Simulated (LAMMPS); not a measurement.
Pressure dependence of Rh (fcc) at 1340 K, from the crystal.

Level of theory: classical MD, pair style meam, file library.meam (library.meam-Rh); code LAMMPS.

| P (GPa) | state | volume | coordination number |
|---|---|---|---|
| 0 | crystal; no diffusion seen in 30 ps | 14.0514 ± 0.0003 Å³/atom | 12.0 (counted to 3.30 Å) |
| 2 | crystal; no diffusion seen in 30 ps | 13.9350 ± 0.0003 Å³/atom | 12.0 (counted to 3.26 Å) |
| 5 | crystal; no diffusion seen in 30 ps | 13.7699 ± 0.0002 Å³/atom | 12.0 (counted to 3.26 Å) |

Caution: the potential MEAM library.meam-Rh is a first-neighbour MEAM set with a 4 Å cutoff, used here without a parameter file and away from the static properties it was fitted to.

Caution (rows 2; 5): a run this short can hold a crystal over, or a liquid under, the potential's own melting point, which these runs don't give.

Estimate the isothermal bulk modulus at zero pressure. A parabola P(ln V) through the three points gives −dP/d ln V = 240 GPa at zero pressure.

States go by the mean squared displacement: a species diffuses where it passes 1.5 Å², still rises and gives D over 1e-6 cm²/s; a crystal has left its structure where atoms lie 0.35 Å off their sites on average or a cubic box changes its shape by 3 %, or the axial ratios of another lie 8 % off the starting cell's, which the potential's own relaxation can also do.

The ± values are statistical; the model's systematic error is not in them.
